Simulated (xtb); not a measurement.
xtb 6.7.1, GFN1-xTB: Si(Me)(NMe2)2(SH) (CN(C)[Si](C)(S)N(C)C), 25 atoms. The geometry is a generated start, not checked to be a minimum at this level.

```json
{
 "method": "GFN1-xTB",
 "--acc": "1 (default)",
 "--etemp (K)": "300 (default)",
 "detailed input (--input)": "none: ANC optimiser, Lindh (1995) Hessian, microcycle=20, maxdispl=1.0, hlow=0.01 (default)",
 "basis_functions": "80",
 "valence_electrons": "56"
}
```

```xyz
25

C      2.7366    -0.0709    -0.2414
N      1.3808    -0.3139     0.1913
C      1.3314    -0.9591     1.4833
Si     0.0492     0.6390    -0.3543
C     -0.2033     2.3509     0.4288
S      0.4271     1.0414    -2.4690
N     -1.3326    -0.3599    -0.0980
C     -1.3681    -1.7133    -0.5997
C     -2.6544     0.1806     0.0951
H      3.2625     0.6084     0.4388
H      2.7343     0.3665    -1.2355
H      3.2866    -1.0160    -0.2692
H      1.7945    -0.3408     2.2589
H      0.2986    -1.1497     1.7553
H      1.8707    -1.9089     1.4384
H     -0.9680     2.9229    -0.0854
H     -0.4815     2.2707     1.4745
H      0.7183     2.9217     0.3728
H      0.2752    -0.2132    -2.8652
H     -1.9172    -2.3498     0.1004
H     -1.8691    -1.7682    -1.5731
H     -0.3541    -2.0940    -0.7018
H     -3.1960     0.2762    -0.8525
H     -2.5935     1.1604     0.5576
H     -3.2282    -0.4809     0.7499
```

The structure is relaxed from this start with --opt LEVEL for the levels crude, sloppy, loose, lax, normal, tight, vtight, extreme, once each. Up to the end of the extreme run atoms move by at most 0.36 Å along an axis.

Task: What is the loosest level that ends within 5 meV of the extreme run, and how many cycles does it take?

Result: sloppy: 10 cycles against 44, ending 3.6 meV above.

| level | cycles | energy above the extreme run (meV) | gradient norm (eV/Å) |
|---|---|---|---|
| crude | 4 | 40 | 0.37 |
| sloppy | 10 | 3.6 | 0.24 |
| loose | 11 | 2.3 | 0.16 |
| lax | 13 | 1.5 | 0.074 |
| normal | 16 | 1.1 | 0.038 |
| tight | 25 | 0.37 | 0.031 |
| vtight | 43 | under 0.01 | 0.0011 |
| extreme | 44 | — | 0.00098 |
